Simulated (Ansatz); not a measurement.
A short convergence ladder for MgTiF₆ (R3, 8 atoms in the cell)

```xyz
8
Lattice="2.6161 1.5104 4.4578 -2.6161 1.5104 4.4578 0.0000 -3.0208 4.4578" Properties=species:S:1:pos:R:3 pbc="T T T"
Mg     0.0000     0.0000     6.7368
Ti     0.0000     0.0000     0.0000
F     -0.4469     1.5551     7.8294
F      0.4469    -1.5551     5.5441
F     -1.1233    -1.1646     7.8294
F      1.1233     1.1646     5.5441
F      1.5702    -0.3905     7.8294
F     -1.5702     0.3905     5.5441
```

Base method: PBEsol, default PAW files made with PBE (plane waves; Ansatz, an electronic-structure program).

Base settings: basis.ecutwfc = 420 eV; kpoints.mp_grid.grid = 6 6 6; hamiltonian.xc = pbesol; hamiltonian.pseudopotentials = {kind: paw} (the program's default PAW files); scf.occupations.method = fixed.

**The width of Fermi-Dirac smearing**

In this ladder: scf.occupations.method = fermi_dirac.

The mesh stays at the base's, so the ladder's end is converged at best in this setting alone.

Only quantities that move along the ladder and can be compared are tabulated.

| scf.occupations.width | free energy less the last step's (meV/atom) | pressure (GPa) | largest difference of a force vector from the last step's (eV/Å) | gap on the mesh (eV) |
|---|---|---|---|---|
| 1 eV | -145.77 | 4.37 | 0.908 | 5.773 |
| 0.5 eV | -5.99 | -0.27 | 0.087 | 4.875 |
| 0.2 eV | 0.00 | -0.73 | 0.000 | 4.783 |
| 0.1 eV | 0.00 | -0.73 | 0.000 | 4.783 |
| 0.02 eV | 0.00 | -0.73 | 0.000 | 4.783 |

Widest scf.occupations.width that holds the free energy within 2 meV/atom of the last step, with all finer ones: 0.2 eV; the step before is off by 6.0 meV/atom.

Widest scf.occupations.width that holds the forces within 0.02 eV/Å of the last step, with all finer ones: 0.2 eV; the step before is off by 0.087 eV/Å.

Widest scf.occupations.width that holds the pressure within 1 GPa of the last step, with all finer ones: 0.5 eV; the step before is off by 5.1 GPa.

On the base run: the starting cell comes from a database of computed structures (which also holds hypothetical and non-ambient phases and stackings), without a prior relaxation at this level. Its lattice was rescaled by up to half a per cent. One atom was moved a little off its site on purpose. Ansatz's pressure includes its estimate of the finite-basis (Pulay) stress.

Keys are those of Ansatz 0.2.
